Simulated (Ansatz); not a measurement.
TiSi2, pressure series

The parent structure is TiSi2 (space group Fddd, No. 70; a = 4.760 Å, b = 8.180 Å, c = 8.500 Å).

Cell and atoms are relaxed at each pressure.

All numbers come from DFT with PBEsol, PAW potentials and a 420 eV plane-wave cutoff in Ansatz (a quantum-chemistry and plane-wave program), spin-orbit coupling left out.

```json
[
 {"pressure (GPa)": "0", "volume per atom (Å³/atom)": "13.791"},
 {"pressure (GPa)": "0.3", "volume per atom (Å³/atom)": "13.764"},
 {"pressure (GPa)": "0.7", "volume per atom (Å³/atom)": "13.728"},
 {"pressure (GPa)": "1.5", "volume per atom (Å³/atom)": "?"},
 {"pressure (GPa)": "3", "volume per atom (Å³/atom)": "13.531"},
 {"pressure (GPa)": "5", "volume per atom (Å³/atom)": "13.371"}
]
```

Q: Fit the third-order Birch–Murnaghan form P(V) = (3B₀/2)[(V₀/V)^(7/3) − (V₀/V)^(5/3)]·[1 + (3/4)(B₀′ − 4)((V₀/V)^(2/3) − 1)] (squares taken in P) to the rows shown and predict the withheld row.

A: Least squares on the printed values gives V₀ = 13.791 Å³/atom, B₀ = 151 GPa, B₀′ = 4.3; this predicts 13.658 Å³/atom, and the run gives 13.658 Å³/atom, in agreement.

Load acts through the strain it causes; cell and atoms are relaxed under it. No phonon test of stability was made. No other phases were tried under pressure. All final runs are without spin polarisation.
